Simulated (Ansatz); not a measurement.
**Hypothetical fluorite ZnBr2: response to strain**

Base system: ZnBr$_{2}$ in the fluorite structure (space group Fm-3m, No. 225; a = 6.762 Å; a hypothetical phase, not in the database extracts checked; relaxed with 0.1 eV smearing).

Strains are applied to the cell and any free atomic positions relax.

Method: PBE in Ansatz (plane waves to 420 eV, PAW, no spin-orbit coupling).

Notes on the quantities. energy relative to the base: free energy F.

```tsv
isotropic strain (%)	energy relative to the base (meV/atom)
-1.16	4.1
0	0.0
0.41	0.5
1.49	?
3.13	25.5
5.01	60.7
```

Problem. Fit ΔE = Aε² + Bε³ (ε in %) to the rows shown and predict the withheld row.

Solution. Least squares on the printed values gives A = 2.91 and B = -0.099 meV/atom (largest residual 0.0 meV/atom); this predicts 6.1 meV/atom, and the run gives 6.2 meV/atom, in agreement.

Stability against distortions was not tested. All final runs are without spin polarisation.

Ansatz is a quantum-chemistry and plane-wave program.
